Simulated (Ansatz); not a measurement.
B₂O₃ (Cmc2₁, No. 36, 10 atoms in the cell; start mp-717; high-pressure phase), treated with PBEsol (Ansatz, a quantum-chemistry and plane-wave program, PAW).

Run with plane-wave cutoff 520 eV, 8×8×8 k mesh, Fermi–Dirac smearing 0.01 eV, scalar-relativistic PAW data made under PBE.

Cell (relaxed with PBEsol):

```cif
data_B8O12
_chemical_formula_sum 'B8 O12'
_space_group_name_H-M_alt 'Cmc21'
_space_group_IT_number 36
_space_group_name_Hall 'C 2c -2'
_cell_length_a 7.82651
_cell_length_b 4.62495
_cell_length_c 4.13496
_cell_angle_alpha 90.000
_cell_angle_beta 90.000
_cell_angle_gamma 90.000
loop_
_atom_site_label
_atom_site_type_symbol
_atom_site_symmetry_multiplicity
_atom_site_Wyckoff_symbol
_atom_site_fract_x
_atom_site_fract_y
_atom_site_fract_z
_atom_site_occupancy
B1 B 8 b 0.33487 0.34118 0.43232 1
O1 O 4 a 0.00000 0.24482 0.99996 1
O2 O 8 b 0.29060 0.36971 0.08140 1
```
(The calculation used a cell of 10 atoms; values per cell refer to that cell.)

### Question
Give the computed band gap and smallest direct gap on the k points sampled.

### Answer

- band gap: 8.41 eV (indirect)
- smallest direct gap on the k points sampled: 8.72 eV

The computed numbers hold no vibrational or temperature effects.

Computing time: very roughly 50 core-seconds.

A start named mp-… is a Materials Project structure, which need not be a measured phase.
